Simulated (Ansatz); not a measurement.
## Convergence study of the k-point mesh at a smearing width of 0.05 eV for Bi (Im-3m, 1 atom in the cell)

```xyz
1
Lattice="-1.9874 1.9874 1.9874 1.9874 -1.9874 1.9874 1.9874 1.9874 -1.9874" Properties=species:S:1:pos:R:3 pbc="T T T"
Bi     0.0000     0.0000     0.0000
```

Level of theory: PBEsol, default PAW files made with PBE (plane waves; Ansatz, a program for electronic structure).

Base settings: basis.ecutwfc = 420 eV; kpoints.mp_grid.grid = 12 12 12; hamiltonian.xc = pbesol; hamiltonian.pseudopotentials = {kind: paw} (the program's default PAW files); scf.occupations.method = gaussian; scf.occupations.width = 0.1 eV.

In this ladder: scf.occupations.width = 0.05 eV.

The second cell is the first with its lattice scaled by 0.98.

Only quantities that move along the ladder and can be compared are tabulated.

The count of work is k-points × plane waves × bands × iterations; it is no time. 

The starting cell comes from a database of computed structures (which also holds hypothetical and non-ambient phases and stackings), without a prior relaxation at this level. Its lattice was rescaled by up to half a per cent. Ansatz's pressure includes its estimate of the finite-basis (Pulay) stress.

Steps (kpoints.mp_grid.grid): 4 4 4; 5 5 5; 6 6 6; 7 7 7; 9 9 9; 11 11 11; 13 13 13; 15 15 15; 19 19 19; 23 23 23; 28 28 28.

Task: What is the coarsest kpoints.mp_grid.grid that holds the pressure within 0.5 GPa of the last step, with all finer ones?

Result: 9 9 9, at 0.056 of the last step's count of work; the step before is off by 0.98 GPa.

Task: What is the coarsest kpoints.mp_grid.grid that holds the energy of the compressed cell less the first within 2 meV/atom of the last step, with all finer ones?

Result: 15 15 15, at 0.19 of the last step's count of work; the step before is off by 3.6 meV/atom.

Task: What is the coarsest kpoints.mp_grid.grid that holds the free energy within 1 meV/atom of the last step, with all finer ones?

Result: 23 23 23; the step before is off by 1.2 meV/atom.

| kpoints.mp_grid.grid | free energy less the last step's (meV/atom) | energy of the compressed cell less the first (meV/atom) | pressure (GPa) | count of work / last |
|---|---|---|---|---|
| 4 4 4 | 137.85 | 9.18 | -0.99 | 0.013 |
| 5 5 5 | 108.84 | -5.71 | -2.07 | 0.016 |
| 6 6 6 | 23.92 | -6.46 | -2.24 | 0.026 |
| 7 7 7 | 39.30 | 2.15 | -1.52 | 0.032 |
| 9 9 9 | -11.89 | -8.94 | -2.46 | 0.056 |
| 11 11 11 | 5.68 | -8.67 | -2.42 | 0.090 |
| 13 13 13 | -1.61 | -6.28 | -2.23 | 0.13 |
| 15 15 15 | 2.99 | -11.27 | -2.55 | 0.19 |
| 19 19 19 | -1.20 | -11.43 | -2.60 | 0.35 |
| 23 23 23 | -0.01 | -10.06 | -2.46 | 0.58 |
| 28 28 28 | 0.00 | -9.86 | -2.50 | 1.0 |

Two neighbours can agree and both be off: 15 15 15 and 19 19 19 differ by 0.17 meV/atom in the energy of the compressed cell less the first, yet lie about 1.6 meV/atom from the last step.

Keys are those of Ansatz 0.2.
